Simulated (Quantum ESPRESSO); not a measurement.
Quantum ESPRESSO run on Mg5Ge (F-43m, 6 atoms in the cell): self-consistent single point.

Computed with PBEsol, GBRV 1.5 ultrasoft (PBESOL) pseudopotentials (plane waves; Quantum ESPRESSO).

```
CELL_PARAMETERS angstrom
     -4.09677     0.00000     4.09677
      0.00000     4.09677     4.09677
     -4.09677     4.09677     0.00000
ATOMIC_POSITIONS crystal
  Mg 0.75000 0.75000 0.75000
  Mg 0.37484 0.87548 0.37484
  Mg 0.37484 0.37484 0.37484
  Mg 0.87548 0.37484 0.37484
  Mg 0.37484 0.37484 0.87548
  Ge 0.00000 0.00000 0.00000
```

Reference input (self-consistent single point, DFT, PBEsol, plane waves, GBRV 1.5 ultrasoft (PBESOL) pseudopotentials): ecutwfc = 50 Ry; ecutrho = 250 Ry; occupations = smearing; smearing = fd; degauss = 0.0073499 Ry; potentials = {Mg: mg_pbesol_v1.4.uspp.F.UPF, Ge: ge_pbesol_v1.4.uspp.F.UPF}; K_POINTS = automatic 6 6 6 0 0 0; conv_thr = 1e-10 Ry; mixing_beta = 0.4. This run's input differs from it in these lines:

```diff
@@ -16,3 +16,3 @@
    occupations = 'smearing'
-   smearing = 'fd'
+   smearing = 'mp'
    degauss = 0.0073499
```

Output, abridged:

```
     Self-consistent Calculation

     iteration #  1     ecut=    50.00 Ry     beta= 0.40

     total energy              =    -838.68402022 Ry
     estimated scf accuracy    <       0.69984498 Ry

     iteration #  2     ecut=    50.00 Ry     beta= 0.40

     total energy              =    -838.70118282 Ry
     estimated scf accuracy    <       0.09261795 Ry

     iteration #  3     ecut=    50.00 Ry     beta= 0.40

     total energy              =    -838.71093895 Ry
     estimated scf accuracy    <       0.00795922 Ry

   [... 5 blocks of this kind left out ...]

     iteration #  9     ecut=    50.00 Ry     beta= 0.40

     total energy              =    -838.71094770 Ry
     estimated scf accuracy    <          1.3E-09 Ry

     iteration # 10     ecut=    50.00 Ry     beta= 0.40
     End of self-consistent calculation

     the Fermi energy is     5.8239 ev

!    total energy              =    -838.71094770 Ry
     estimated scf accuracy    <          9.5E-11 Ry
     smearing contrib. (-TS)   =      -0.00026668 Ry
     internal energy E=F+TS    =    -838.71068102 Ry

     convergence has been achieved in  10 iterations

     Forces acting on atoms (cartesian axes, Ry/au):

     atom    1 type  1   force =    -0.00000000    0.00000000   -0.00000000
     atom    2 type  1   force =    -0.00118913   -0.00118913   -0.00118913
     atom    3 type  1   force =    -0.00118913    0.00118913    0.00118913
     atom    4 type  1   force =     0.00118913    0.00118913   -0.00118913
     atom    5 type  1   force =     0.00118913   -0.00118913    0.00118913
     atom    6 type  2   force =     0.00000000    0.00000000    0.00000000

     Total force =     0.004119     Total SCF correction =     0.000000

          total   stress  (Ry/bohr**3)                   (kbar)     P=      -11.51
  -0.00007823  -0.00000000  -0.00000000          -11.51       -0.00       -0.00
  -0.00000000  -0.00007823   0.00000000           -0.00      -11.51        0.00
  -0.00000000   0.00000000  -0.00007823           -0.00        0.00      -11.51

   JOB DONE.
```

The run converged in 10 iterations. Against the reference run the free energy goes up by 8.9 meV/atom, the pressure moves little (-1.13 to -1.15 GPa) and the largest force goes from 0.035 to 0.053 eV/Å.

The starting cell comes from a database of computed structures (which also holds hypothetical and non-ambient phases and stackings), without a prior relaxation at this level.

Cost on one core of a shared machine: roughly 70 s.
